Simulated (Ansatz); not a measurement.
Consider this model of amorphous Mo$_{20}$Si$_{10}$N$_{20}$.

```xyz
50
Lattice="8.5102 -0.0146 0.0585 -0.0146 8.4781 0.0803 0.0585 0.0803 8.4618" Properties=species:S:1:pos:R:3 pbc="T T T"
Mo     0.3993     6.1469     6.7903
Mo     4.4734     6.4319     3.6757
Mo     1.6902     5.4719     1.4937
Mo     6.7484     2.2426     7.4160
Mo     7.7599     0.1601     5.6815
Mo     3.1867     7.1365     6.7923
Mo     6.1068     8.4692     2.3082
Mo     6.4161     5.2104     2.5503
Mo     3.6954     3.8584     3.2781
Mo     1.7170     2.4347     1.7773
Mo     3.9230     1.6611     6.7865
Mo     8.0763     7.1498     1.0297
Mo     6.6898     4.8934     5.5128
Mo     1.0120     1.3194     7.6055
Mo     5.2409     0.1005     4.7858
Mo     4.5576     5.4483     0.8627
Mo     4.5308     2.5273     0.8223
Mo     5.7803     7.0493     7.2143
Mo     2.5568     4.2132     7.7026
Mo     0.1370     0.1789     3.1370
Si     1.0257     2.9638     5.1938
Si     3.6882     4.9987     5.5466
Si     6.0128     2.8759     4.1341
Si     3.0734     8.1646     1.3164
Si     0.1827     3.6974     0.2501
Si     0.8400     5.8499     4.0289
Si     8.0037     1.4455     1.1670
Si     5.0953     4.0089     7.2178
Si     3.0605     1.1489     3.9255
Si     6.9577     5.1829     8.3349
N      0.3187     4.5677     5.0994
N      2.0246     6.1317     8.0508
N      2.4668     5.6037     3.4397
N      1.4789     7.6035     1.7393
N      8.3300     2.0526     6.1437
N      6.8245     1.2211     3.8609
N      2.8728     1.2889     0.4781
N      3.8775     8.4131     2.9101
N      6.2618     1.7287     1.0139
N      0.3882     7.9874     7.5093
N      3.1885     0.1545     5.4335
N      1.4389     1.8868     3.8283
N      5.9486     0.5649     6.7470
N      0.5075     7.3162     4.8825
N      6.0050     6.6774     5.1509
N      4.3683     2.1741     4.6093
N      4.1495     7.3681     0.1604
N      2.2145     2.6285     6.4358
N      8.3851     5.7687     2.6335
N      3.1395     4.0257     1.2464
```

Computed with PBE, scalar-relativistic without spin-orbit coupling (plane waves to 420 eV, PAW; Ansatz, a first-principles code). The usual formal charges leave 100 electrons over, so the level spacing at the Fermi energy parts defect or band states and needn't be the band gap.

The cell was made by melting and quenching with the CHGNet potential and then relaxed with DFT. N atoms were pushed apart under 1.9 Å during the dynamics, to hinder bonds among them. The hot cell started wider than the set density and was brought back towards it in steps. It is the lowest in DFT energy of 2 quenches. It is a model cell: composition and starting density were chosen by hand, and all elements were melted together. No dispersion term was used. Its density started from a set value of 7.73 and ended at 6.75 g/cm³. Cooling (nominally 380 K/ps over its main leg) ran many orders faster than in experiment, which tends to leave more defects and strain. Values belong to this one cell and scatter from quench to quench. Volume and shape were free in the relaxation. On a 2×2×2 Γ-centred mesh force components of up to 0.33 eV/Å stay, since the relaxation ran on one k-point at (1/4, 1/4, 1/4).

Neighbours within Mo-Mo 3.04 Å, Mo-Si 2.74 Å, Mo-N 2.52 Å, Si-Si 2.60 Å, Si-N 2.06 Å, N-N 1.70 Å count as bonded. Two cations that share two anions don't count as bonded, nor two that share one unless they lie closer than Mo-Mo 2.95 Å, Mo-Si 2.66 Å, Si-Si 2.38 Å.

Problem. Give the coordination numbers, mean bond lengths and angles.

Solution. 
```json
{
 "Mean coordination of Mo by anions": "3.40 (1 with 1, 2 with 2, 10 with 3, 3 with 4, 3 with 5, 1 with 6); 70 close contacts or bonds to cations besides",
 "Mean coordination of Si by anions": "1.90 (4 with 0, 1 with 1, 1 with 2, 4 with 4); 32 close contacts or bonds to cations besides",
 "Mean coordination of N": "4.35 (14 with 4, 5 with 5, 1 with 6)",
 "Mean Mo-N bond": "2.133 Å (spread 0.108 Å, 68 counted)",
 "Mean Mo-Mo close contact": "2.831 Å (spread 0.134 Å, 23 counted)",
 "Mean Mo-Si close contact": "2.561 Å (spread 0.074 Å, 24 counted)",
 "Mean Si-N bond": "1.780 Å (spread 0.037 Å, 19 counted)",
 "Bond angle at Mo": "mean 99.1°, spread 32.4°",
 "Bond angle at Si": "mean 102.7°, spread 27.8°",
 "Bond angle at N": "mean 106.9°, spread 26.4°"
}
```
